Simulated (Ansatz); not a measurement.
Base system: Rb$_{2}$KAsF$_{6}$ (space group Fm-3m, No. 225; a cell from a computed database, its experimental status unchecked).

```
Rb2KAsF6
1.0
    0.00000     4.54172     4.54172
    4.54172     0.00000     4.54172
    4.54172     4.54172     0.00000
K Rb As F
1 2 1 6
Cartesian
  4.54172   4.54172   4.54172
  6.81258   6.81258   6.81258
  2.27086   2.27086   2.27086
  0.00000   0.00000   0.00000
  2.04841   4.54172   4.54172
  7.03503   4.54172   4.54172
  4.54172   2.04841   4.54172
  4.54172   7.03503   4.54172
  4.54172   4.54172   2.04841
  4.54172   4.54172   7.03503
```

Cartesian axes are those of the cell as printed.

The values are results of r2SCAN, PAW, 500 eV (Ansatz, an electronic-structure program; spin-orbit coupling left out), not measurements.

Modification: uniaxial strain ε_zz = −1.54 %, all other strain components held at zero, atoms relaxed at fixed cell.

Question: Predict the stress tensor and what it implies for the stiffness.

Answer: Stress of the strained cell less that of the base (GPa, compression positive):
```
   0.26    0.00    0.00
   0.00    0.26    0.00
   0.00    0.00    1.41
```

Then −Δσ_ii/ε with ε = -0.0154 gives secant stiffness values (nonlinear terms included at this strain): C33 ≈ 91 GPa, C13 ≈ 17 GPa and C23 ≈ 17 GPa.

No phonon test of stability was made.
